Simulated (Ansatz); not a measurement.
For Al₂Cu (I4/mcm, No. 140, 6 atoms in the cell; start mp-998), LDA in Ansatz (plane waves, PAW) gives:

```
Item                  Result
-------------------  -------
lattice constant a   5.940 Å
lattice parameter c  4.776 Å
```

**Question.** What does r²SCAN (Ansatz, a quantum-chemistry and plane-wave program, plane waves, PAW) give for the same quantities?

**Answer.** 
- lattice constant a: 5.998 Å (increases by 1.0 %)
- lattice parameter c: 4.804 Å (goes up by 0.6 %)

Changes are worked out from the printed values.

Unless a cell is named, each level is at its own relaxed cell (LDA 14.04, r²SCAN 14.40 Å³/atom).

Caveats: the relaxation could not lower the start's symmetry, so the cell can be a saddle point above a distorted one (LDA, r²SCAN). Ansatz's density-functional and Hartree–Fock values are scalar-relativistic unless marked +SOC, with PAW data made under PBE.

A start named mp-… is a Materials Project structure, which need not be a measured phase.
